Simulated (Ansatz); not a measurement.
Ansatz (an electronic-structure program) run on SrTa₂ (Fd-3m, 6 atoms in the cell): self-consistent single point.

Computed with PBE (plane waves, PAW; Ansatz).

The change in words: lattice scaled by 0.985. Reference geometry:
```
CELL_PARAMETERS angstrom
      0.00000     4.43853     4.43853
      4.43853     0.00000     4.43853
      4.43853     4.43853     0.00000
ATOMIC_POSITIONS crystal
  Ta 0.12500 0.12500 0.12500
  Ta 0.62500 0.12500 0.12500
  Ta 0.12500 0.62500 0.12500
  Ta 0.12500 0.12500 0.62500
  Sr 0.75000 0.75000 0.75000
  Sr 0.50000 0.50000 0.50000
```

Reference input (self-consistent single point, DFT, PBE, plane waves, default PAW files): basis.ecutwfc = 420 eV; kpoints.mp_grid.grid = 5 5 5; hamiltonian.xc = pbe; hamiltonian.pseudopotentials = {kind: paw} (the program's default PAW files); scf.occupations.method = fermi_dirac; scf.occupations.width = 0.1 eV. This run's input differs from it in these lines:

```diff
@@ -3,5 +3,5 @@
   lattice:
-    - [0.000000, 4.438530, 4.438530]
-    - [4.438530, 0.000000, 4.438530]
-    - [4.438530, 4.438530, 0.000000]
+    - [0.000000, 4.371952, 4.371952]
+    - [4.371952, 0.000000, 4.371952]
+    - [4.371952, 4.371952, 0.000000]
   atoms:
```

Output, abridged:

```
SCF iter   1: F=—  HF=-46812.184336 eV  |F-HF|=—  |Δ(HF+E_count)|=         —  Δρ=4.76e-3  dr2=1.30e-1  ethr=1.77e-3  ⟨swp⟩=8.0  Hψ=2103  notcnv=0
all-band conjugate gradients solve this SCF's bands
preconditioner: auto → Kerker (q_TF=auto, 2.371 Å⁻¹)
SCF iter   2: F=—  HF=-46812.167167 eV  |F-HF|=—  |Δ(HF+E_count)|=   1.72e-2  Δρ=2.62e-3  dr2=3.97e-2  ethr=1.80e-4  ⟨swp⟩=1.7  Hψ=536  notcnv=0
SCF iter   3: F=—  HF=-46812.159133 eV  |F-HF|=—  |Δ(HF+E_count)|=   8.03e-3  Δρ=4.92e-4  dr2=1.19e-3  ethr=5.52e-5  ⟨swp⟩=2.0  Hψ=556  notcnv=0
SCF iter   4: F=—  HF=-46812.158959 eV  |F-HF|=—  |Δ(HF+E_count)|=   1.74e-4  Δρ=1.62e-4  dr2=5.21e-5  ethr=1.66e-6  ⟨swp⟩=2.2  Hψ=662  notcnv=0
SCF iter   5: F=—  HF=-46812.159124 eV  |F-HF|=—  |Δ(HF+E_count)|=   1.65e-4  Δρ=3.69e-5  dr2=2.95e-6  ethr=7.24e-8  ⟨swp⟩=2.4  Hψ=604  notcnv=0
SCF iter   6: F=-46812.159124 eV  HF=-46812.159124 eV  |F-HF|=3.17e-8  |Δ(HF+E_count)|=   1.00e-7  Δρ=6.68e-6  dr2=6.98e-8  ethr=1.39e-10  ⟨swp⟩=7.2  Hψ=2554  notcnv=0
SCF 1 converged in 6 iterations: F = -46812.159124 eV  dr2 = 6.98e-8
Free energy (F): -46812.159124 eV
Internal energy: -46811.755739 eV  (E = F + TS)
E sigma→0 (E₀):  -46811.957431 eV
Entropy (-TS):   -0.403385 eV (-67.231 meV/atom)
Fermi energy:    11.110561 eV
--- Forces (eV/Å), atoms counted from 1 ---
  atom   1  Ta    -0.00000000     0.00000000    -0.00000000
   [... zero for the other atoms too ...]
--- Stress (GPa, compression-positive) ---
       -8.302536       0.000000      -0.000000
        0.000000      -8.302536      -0.000000
       -0.000000      -0.000000      -8.302536
  P = ⅓ Tr σ = -8.3025 GPa (-83.025 kbar)
  The stress holds the Pulay correction. Without it, at fixed plane waves, as pw.x and ABINIT print it: P = -8.3244 GPa
```

The run converged in 6 iterations. Against the reference run the free energy falls by 75.7 meV/atom and the pressure goes from -10.40 to -8.30 GPa.

The starting cell was generated: these elements placed on a structure prototype, without a prior relaxation; it need not be a known phase or ordering of this composition. Its lattice was rescaled by a random factor within 2.5 % of one. For this run, on top of that: lattice scaled by 0.985. Spin polarisation is off. Ansatz's pressure includes its estimate of the finite-basis (Pulay) stress.

Keys are those of Ansatz 0.2.
